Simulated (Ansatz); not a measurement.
System: N vacancy in zinc-blende GaN (charge state +1). The step: a nearby N atom hops onto the vacant site; the atom moves 3.19 Å along (0.00, -0.50, -0.50) of the unit cell; the moving atom starts with neighbours Ga at 1.95, 2 Ga at 1.97, Ga at 1.99 Å and ends with Ga at 1.95, 2 Ga at 1.97, Ga at 1.99 Å. A PBE band in Ansatz (plane-wave PAW, one k-point at (0.250, 0.250, 0.250), 64 host sites, 48 SCF runs with any check of the saddle's order, static, no finite-size correction) gives a forward barrier of 3.91 eV. The saddle point's order was not checked, and it lies on a symmetry element of the cell, where a band can be held. The host's phase is taken as given; its stability against other phases was not computed. The charge state is imposed; whether it is stable for some Fermi level was not computed. Forms of the defect that were not tried may lie lower.

Single points at the band's start and saddle point can refine it. Rough cost of one point, in units of the band's mean SCF on the same machine:

| Level | Cost of one point |
|---|---|
| PBE, a 2×2×2 k-point mesh shifted by half a step | about 5 |
| r2SCAN at 500 eV, one k-point at (0.250, 0.250, 0.250) | about 3 |

Which of these move the barrier by more than 0.1 eV, and how far does each move it?

PBE, a 2×2×2 k-point mesh shifted by half a step: -0.03 eV; r2SCAN at 500 eV, one k-point at (0.250, 0.250, 0.250): +0.36 eV. Each functional is compared with PBE at the same k-points.

Ansatz is a program for electronic structure.
